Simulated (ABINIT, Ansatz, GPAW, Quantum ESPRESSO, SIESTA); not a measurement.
## Code comparison for Rh (Fm-3m, 1 atom in the cell)

Self-consistent single point.

```yaml
crystal:
  lattice:
    - [0.00000, 1.90000, 1.90000]
    - [1.90000, 0.00000, 1.90000]
    - [1.90000, 1.90000, 0.00000]
  atoms:
    - { symbol: Rh, position: [0.00000, 0.00000, 0.00000] }
```

Shared settings, as Ansatz (a quantum-chemistry and plane-wave program) writes them: kpoints.mp_grid.grid = 6 6 6; scf.occupations.method = gaussian; scf.occupations.width = 0.2 eV. Potentials and cutoffs stand in the table.

| code | model | pressure (GPa) | cutoff |
|---|---|---|---|
| ABINIT | PBE, PAW (JTH v2.0 PBE PAW) | 8.09 | 21 Ha |
| GPAW | PBE, GPAW PAW datasets PBE (gpaw-data 1.0.1) | 10.13 | 600 eV |
| SIESTA | GGA PBE, numerical atomic orbitals DZP, PseudoDojo PBE standard norm-conserving potentials (rewritten from UPF to PSML) | 7.80 | grid 350 Ry |
| Ansatz | PBE, default PAW files | 8.05 | default |
| Quantum ESPRESSO | PBE, SSSP 1.1.2 efficiency (PBE) pseudopotentials | 7.70 | 60 Ry |

On Ansatz's run: spin polarisation is off.

The spread over the programs that give each value: pressure within 2.43 GPa.

SIESTA uses small atom-centred bases, whose incompleteness enters pressures, forces and empty levels differently from a plane-wave cutoff. Ansatz's pressure is given at a fixed set of plane waves, as the other plane-wave codes print theirs; with its correction for the finite basis it is 8.16 GPa. In the pressure, GPAW (by 2.06) lies more than 1 GPa from the median of the plane-wave programs.

On the base mesh (15 15 15) the same programs gave: Ansatz pressure 6.49 GPa; Quantum ESPRESSO pressure 6.15 GPa; ABINIT pressure 6.54 GPa; GPAW pressure 8.57 GPa; SIESTA pressure 6.11 GPa.

The values differ from the base mesh's, so the mesh still matters here: the table compares the programs at equal settings.

The starting cell has typed, rounded lattice constants, without a prior relaxation at this level.

Left out of this page: Elk and FLEUR (not drawn, or without a comparable value).

Keys are those of Ansatz 0.2.
